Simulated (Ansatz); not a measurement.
## Converging the k-point mesh: F2 (P1, 4 atoms in the cell)

```
CELL_PARAMETERS angstrom
      2.56910    -1.59194     0.00000
      2.56910     1.59194     0.00000
     -0.56492     0.00000     6.63070
ATOMIC_POSITIONS crystal
  F  0.59666 0.91616 0.60550
  F  0.40417 0.08467 0.40204
  F  0.08467 0.40417 0.90204
  F  0.91533 0.59583 0.09796
```

Level of theory: PBEsol, default PAW files made with PBE (plane waves; Ansatz, a program for electronic structure).

Base settings: basis.ecutwfc = 420 eV; kpoints.mp_grid.grid = 9 9 4; hamiltonian.xc = pbesol; hamiltonian.pseudopotentials = {kind: paw} (the program's default PAW files); scf.occupations.method = fermi_dirac; scf.occupations.width = 0.01 eV.

The second cell is the first with its lattice scaled by 0.98.

Only quantities that move along the ladder and can be compared are tabulated.

The count of work is k-points × plane waves × bands × iterations; it is no time. Core times come from one kind of shared machine, to one figure; runs under 30 s give none.

The starting cell comes from a database of computed structures (which also holds hypothetical and non-ambient phases and stackings), without a prior relaxation at this level. Its lattice was rescaled by up to half a per cent. One atom was moved a little off its site on purpose. In the base run, forces exceed 1 eV/Å. Ansatz's pressure includes its estimate of the finite-basis (Pulay) stress.

```csv
kpoints.mp_grid.grid,free energy less the last step's (meV/atom),energy of the compressed cell less the first (meV/atom),pressure (GPa),largest difference of a force vector from the last step's (eV/Å),count of work / last,core time / last (rough)
2 2 1,12.33,-1.79,-1.93,0.068,0.0011,–
3 3 1,-7.95,-5.05,-2.51,0.115,0.0012,–
3 3 2,0.82,-4.16,-2.30,0.007,0.0024,–
4 4 2,0.02,-3.78,-2.31,0.001,0.0054,–
5 5 2,-0.07,-3.63,-2.31,0.001,0.0061,–
6 6 3,0.09,-3.92,-2.32,0.000,0.013,–
7 7 3,-0.04,-3.70,-2.32,0.000,0.020,–
8 8 3,-0.01,-3.74,-2.32,0.000,0.026,–
9 9 4,-0.02,-3.72,-2.32,0.000,0.044,–
10 10 5,-0.02,-3.71,-2.32,0.000,0.068,–
12 12 5,0.02,-3.76,-2.32,0.000,0.097,–
13 13 6,0.00,-3.72,-2.32,0.000,0.14,0.1
14 14 6,0.00,-3.72,-2.32,0.000,0.16,0.1
16 16 7,0.01,-3.72,-2.32,0.000,0.24,0.2
17 17 7,0.00,-3.71,-2.32,0.000,0.27,0.2
19 19 8,0.01,-3.72,-2.32,0.000,0.39,0.3
21 21 9,0.01,-3.72,-2.32,0.000,0.53,0.5
24 24 10,0.00,-3.72,-2.32,0.000,0.78,0.7
26 26 11,0.00,-3.72,-2.32,0.000,1.0,1
```

Coarsest kpoints.mp_grid.grid that holds the energy of the compressed cell less the first within 1 meV/atom of the last step, with all finer ones: 3 3 2, at 0.0024 of the last step's count of work; the step before is off by 1.3 meV/atom.

Coarsest kpoints.mp_grid.grid that holds the pressure within 0.05 GPa of the last step, with all finer ones: 3 3 2, at 0.0024 of the last step's count of work; the step before is off by 0.19 GPa.

Coarsest kpoints.mp_grid.grid that holds the forces within 0.01 eV/Å of the last step, with all finer ones: 3 3 2, at 0.0024 of the last step's count of work; the step before is off by 0.12 eV/Å.

Keys are those of Ansatz 0.2.
